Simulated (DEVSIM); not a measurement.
Structure: Co/SiO2/p-Ge capacitor, at 300 K.

Layer 1 from the left is SiO2, thickness (nm) 2.70. Layer 2 from the left is Ge, thickness (nm) 1800, Na (cm⁻³) 1.1e17.

Metal gate on the left, work function 5 eV. Fixed charge at the semiconductor interface 0 cm⁻² (in units of +e); interface traps 1e10 cm⁻² eV⁻¹, uniform in energy, neutral level at 0.3 of the gap above the valence band.

This is a model device: material constants are rounded textbook-type values typed into the input, and sizes, dopings and lifetimes were drawn at random. Values at 300 K.

SiO2: gap (eV) 9, affinity (eV) 0.9, permittivity 3.9. Ge: gap (eV) 0.664, affinity (eV) 4, permittivity 16, Nc (cm⁻³) 1.04e19, Nv (cm⁻³) 6e18.

DEVSIM, 1D Poisson equation in equilibrium, Boltzmann statistics, complete ionisation; no quantum confinement or tunnelling. Metal contacts follow the ideal Schottky-Mott rule: no Fermi-level pinning, no interface dipoles.

### Question
What does the simulation give for the minimum of the low-frequency capacitance, the flat-band voltage, the threshold voltage (band bending 2φF)?

### Answer
minimum of the low-frequency capacitance 0.175 μF/cm²; flat-band voltage 0.44 V; threshold voltage (band bending 2φF) 1.00 V.
